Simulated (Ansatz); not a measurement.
Cost and result by functional for the adsorption energy of CH3 on the 1x1 (111) surface of fcc Pd, one in a 2x2 cell, started at the site 'bridge Pd-Pd (span 2.8 Å)', in Ansatz (plane waves, PAW). Single points on the PBE structure, on one kind of machine; costs are rough ratios of the slab run's core time (references not counted) to the cheapest single point. r2SCAN's cost holds its higher cutoff (500 against 420 eV). Differences are taken against r2SCAN for comparison alone: no measured value is at hand, so the table doesn't rank accuracy.

Slab: 20 atoms, 6.8 Å thick at the start under the adsorbate (thin: gaps and levels are the slab's own); k 6x6x1, smearing 0.1 eV, dipole-corrected; 8 atoms held, the rest relaxed; no symmetry held; no spin, no spin-orbit, no U, no dispersion correction. At the end it is bonded to Pd. In PBE it is, or lies within 0.03 eV of, the lowest of the starts that converged. These notes are the PBE run's. Adsorption energies are against CH4(g) − ½ H2(g). A negative adsorption energy means that the adsorbate is more stable on the surface than in its reference.

```json
[
 {"functional": "RPBE", "relative cost": "1", "adsorption energy (eV)": "0.89", "less r2SCAN (eV)": "0.34"},
 {"functional": "r2SCAN", "relative cost": "3", "adsorption energy (eV)": "0.55", "less r2SCAN (eV)": "0.00"},
 {"functional": "PBE (the relaxed run's value)", "relative cost": "–", "adsorption energy (eV)": "0.72", "less r2SCAN (eV)": "0.17"}
]
```

The values span 0.34 eV, while the single points' costs differ by a factor of roughly 3. Differences are of unrounded values.

Ansatz is a first-principles code.
